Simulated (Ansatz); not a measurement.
Consider ZnSe in the zinc blende structure (space group F-43m, No. 216; a = 5.666 Å). Axes: x, y, z lie along the cube axes.

Perturbation: a pure shear with ε_xy = ε_yx = -0.0247, atoms relaxed at fixed cell.

Levels (all Ansatz, a program for electronic structure, PAW, earlier PAW set): r2SCAN (500 eV, without spin-orbit coupling); HSE06 (420 eV, without spin-orbit coupling).

The geometry is relaxed with r2SCAN.

| Item | Value |
|---|---|
| r2SCAN lowest conduction level above the VBM at special points | Γ 1.68 eV; R 2.70 eV; X 2.96 eV |

With HSE06 at the same geometry, the lowest conduction level above the VBM at special points changes from Γ 1.68 eV; R 2.70 eV; X 2.96 eV to Γ 2.23 eV; R 3.30 eV; X 3.50 eV.

Single points use the geometry relaxed with r2SCAN. The levels and masses belong to the bands next to the band gap. The cells carry an imposed strain or load. Whether these cells are dynamically stable was not tested. k-point labels follow each cell's own Brillouin zone.
